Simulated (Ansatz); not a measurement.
```
Pt3C14
1.0
    5.05085     0.00000     0.02901
    2.52542     4.37424     0.01413
   -0.91724    -2.18916    23.63583
C Pt
56 12
Direct
  0.96926   0.60793   0.06277
  0.47636   0.60776   0.06305
  0.97658   0.10044   0.06042
  0.46957   0.11629   0.06482
  0.32067   0.93001   0.04289
  0.79778   0.92995   0.04249
  0.30268   0.44141   0.04286
  0.81204   0.42269   0.04212
  0.63250   0.31917   0.15113
  0.12989   0.31920   0.15104
  0.63039   0.82061   0.15137
  0.13175   0.81756   0.15085
  0.96448   0.64178   0.12949
  0.46816   0.64162   0.12960
  0.96864   0.13741   0.12896
  0.46487   0.14594   0.13036
  0.28909   0.02952   0.23844
  0.78971   0.02947   0.23846
  0.28955   0.52917   0.23832
  0.78922   0.52989   0.23859
  0.62589   0.35196   0.21674
  0.12381   0.35200   0.21670
  0.62458   0.85244   0.21681
  0.12500   0.85146   0.21659
  0.94768   0.73974   0.32570
  0.44744   0.74001   0.32569
  0.94763   0.23989   0.32572
  0.44783   0.23974   0.32565
  0.28290   0.06234   0.30391
  0.78329   0.06221   0.30392
  0.28314   0.56212   0.30387
  0.78296   0.56246   0.30399
  0.60591   0.45072   0.41288
  0.10659   0.44948   0.41289
  0.60579   0.95027   0.41291
  0.10528   0.95017   0.41291
  0.94137   0.77236   0.39118
  0.44097   0.77290   0.39117
  0.94134   0.27259   0.39116
  0.44159   0.27260   0.39113
  0.26364   0.15782   0.50005
  0.76149   0.16330   0.49999
  0.26426   0.66029   0.50002
  0.76717   0.66028   0.49991
  0.59961   0.48419   0.47847
  0.10086   0.48171   0.47847
  0.59941   0.98318   0.47863
  0.09830   0.98294   0.47852
  0.92377   0.87831   0.58703
  0.43080   0.86125   0.58701
  0.92125   0.37119   0.58631
  0.41366   0.37120   0.58712
  0.25748   0.18922   0.56720
  0.75265   0.19859   0.56704
  0.25796   0.69333   0.56651
  0.76230   0.69431   0.56678
  0.91988   0.03771   0.67280
  0.54975   0.77622   0.67220
  0.29270   0.40897   0.67299
  0.92113   0.77496   0.76730
  0.58850   0.45926   0.76818
  0.23989   0.12615   0.76777
  0.90546   0.51359   0.86035
  0.58415   0.15433   0.86007
  0.23611   0.83936   0.86580
  0.86531   0.27236   0.95511
  0.54037   0.88776   0.96182
  0.25595   0.49706   0.95530
```

The first 56 atoms are the substrate (C-dia), the rest the film (Pt).

Level of theory: PBE (plane waves to 420 eV, PAW; Ansatz, a program for electronic structure). Scalar-relativistic, without spin–orbit coupling; the runs are not spin-polarised; PBE gaps are too small against experiment. Its k-point mesh 6×6×1, Fermi–Dirac width 0.05 eV.

Q: Describe the bonding at the interfaces and give the barriers.

A: A periodic stack without vacuum, fcc Pt (1 1 1) on diamond (1 1 1) (film strained to the substrate, faces as cut): substrate slab C56, film Pt12, surface cells [[-2, 2], [-2, 0]] and [[-2, 1], [-1, -1]], film strained by +3.9 and +3.9 %, faces C/C and Pt/Pt as cut (like faces can put a slab off its formula).
```
Property                                                                                  Result
-------------------------------------------------------------------------------  ---------------
interface area                                                                           22.1 Å²
period                                                                                   23.64 Å
gaps between the outermost planes at the two interfaces                          2.01 and 1.90 Å
C–Pt contacts across the interfaces within 1.22 times the sum of covalent radii   8, mean 2.21 Å
hole barrier (PBE)                                                                       0.50 eV
electron barrier (PBE)                                                                   3.63 eV
```
